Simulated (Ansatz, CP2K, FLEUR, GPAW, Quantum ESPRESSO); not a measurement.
# TaNi3 (Pmmn, 8 atoms in the cell) computed with different codes at matched settings

Self-consistent single point.

```yaml
crystal:
  lattice:
    - [4.30287, 0.00000, 0.00000]
    - [0.00000, 5.18290, 0.00000]
    - [0.00000, 0.00000, 4.61113]
  atoms:
    - { symbol: Ta, position: [0.00000, 0.00000, 0.34972] }
    - { symbol: Ta, position: [0.50000, 0.50000, 0.65028] }
    - { symbol: Ni, position: [0.50000, 0.00000, 0.68154] }
    - { symbol: Ni, position: [0.00000, 0.50000, 0.31846] }
    - { symbol: Ni, position: [0.00000, 0.24935, 0.84213] }
    - { symbol: Ni, position: [0.00000, 0.75065, 0.84213] }
    - { symbol: Ni, position: [0.50000, 0.25065, 0.15787] }
    - { symbol: Ni, position: [0.50000, 0.74935, 0.15787] }
```

All programs got the same cell, k-point mesh and kind of occupations (in Ansatz's words: kpoints.mp_grid.grid = 4 3 4; scf.occupations.method = gaussian; scf.occupations.width = 0.0037 Ry); potentials, basis and cutoffs are each program's usual ones.

| code | model | pressure (GPa) | largest force (eV/Å) | k-points | cutoff |
|---|---|---|---|---|---|
| FLEUR | PBEsol, all-electron FLAPW (FLEUR), scalar-relativistic valence | – | 0.144 | 18 | Kmax 4.4 1/bohr |
| Quantum ESPRESSO | PBEsol, PSlibrary PAW (PBE) pseudopotentials | -17.42 | 0.188 | 18 | 50 Ry |
| GPAW | PBEsol, GPAW PAW datasets PBEsol (made by gpaw-setup) | -14.80 | 0.158 | 18 | 800 eV |
| CP2K | PBEsol, GPW, DZVP-MOLOPT-SR-GTH basis, GTH-PBE potentials (GTH_POTENTIALS) | -16.01 | 0.154 | 26 | grid 600 Ry |
| Ansatz | PBEsol, PAW files made with PBE | -16.25 | 0.164 | 18 | 30.9 Ry |

Size of the force on each atom (eV/Å): Sizes of forces hide their directions.

```
code                Ta1    Ta2    Ni3    Ni4    Ni5    Ni6    Ni7    Ni8
----------------  -----  -----  -----  -----  -----  -----  -----  -----
FLEUR             0.084  0.084  0.144  0.144  0.028  0.028  0.028  0.028
Quantum ESPRESSO  0.090  0.090  0.188  0.188  0.049  0.049  0.049  0.049
GPAW              0.067  0.067  0.158  0.158  0.034  0.034  0.034  0.034
CP2K              0.080  0.080  0.154  0.154  0.054  0.054  0.054  0.054
Ansatz            0.094  0.094  0.164  0.164  0.037  0.037  0.037  0.037
```

A dash marks a value that a program does not give, or that is left out as unsure.

The spread over the programs that give each value: pressure within 2.62 GPa; largest force within 0.044 eV/Å.

The starting cell comes from a database of computed structures (which also holds hypothetical and non-ambient phases and stackings), without a prior relaxation at this level. Its lattice was rescaled by a random factor within 2.5 % of one. On Ansatz's run: Spin-orbit coupling is off. Spin polarisation is off. In the base run, with a pressure of about -16 GPa the cell is away from its equilibrium volume at this level. Without a gap this mesh is coarse (it stands for a supercell whose shortest vector is 16 Å).

**Question.** Why do the programs differ, and what cannot be compared?

**Answer.** Differences of this kind can come from the potentials, where these differ, and from what each basis and cutoff leave unconverged. The valence holds different numbers of electrons (FLEUR 150, Quantum ESPRESSO 86, GPAW 122, CP2K 134, Ansatz (an electronic-structure program) 134). The zero of total energies and Fermi levels follows the potentials and each program's conventions, so they are not compared here. CP2K uses small atom-centred bases, whose incompleteness enters pressures, forces and empty levels differently from a plane-wave cutoff. FLEUR treats all electrons, but the usual bases taken here (sphere radii, linearisation, local orbitals, empty states) were not tested for convergence, so the values are no reference for the others. Ansatz's pressure is given at a fixed set of plane waves, as the other plane-wave codes print theirs; with its correction for the finite basis it is -16.19 GPa. Ansatz's smearing width was typed in Ry to four decimals, so it matches the others to a few per cent. The programs reduce the same mesh by symmetry to different extents, which changes the work and not the result.

The shared mesh is coarse (it stands for a supercell whose shortest vector is 16 Å), so the values are not converged in it.

Left out of this page: ABINIT (stopped by limits of time or memory); Elk (not drawn, or without a comparable value).

Keys are those of Ansatz 0.2.
